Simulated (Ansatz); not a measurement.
TePt (model structure, within 0.1 Å of Pm-3m, No. 221, 4 atoms in the cell) was calculated with LDA in Ansatz (plane waves, PAW).

Numerical settings: plane-wave cutoff 520 eV, 12×18×12 k mesh (along the axes of the cell as run), Fermi–Dirac smearing 0.05 eV, scalar-relativistic PAW data made under PBE.

Cell (relaxed at this level):

```xyz
4
Lattice="4.7620 0.0000 0.0000 0.0000 3.3814 0.0000 0.0000 0.0000 4.7614" Properties=species:S:1:pos:R:3 pbc="T T T"
Pt     1.1905     0.0000     3.5705
Pt     3.5715     0.0000     1.1909
Te     1.1905     1.6907     1.1903
Te     3.5715     1.6907     3.5711
```

### Question
Give the computed bulk modulus B0.

### Answer

- bulk modulus B0: 157 GPa

The run finds no gap.

Note: the bulk modulus is −V dP/dV from two relaxed cells at ±2 % in volume.

Spin–orbit coupling is not included; it can open a gap where bands touch, and shift volumes and moduli.

Computed values are for the static lattice.

A model structure was made by putting elements into a prototype or built by hand; it is no filed structure, need not be a known phase, and can be a saddle point held by its symmetry.

Ansatz is an electronic-structure program.
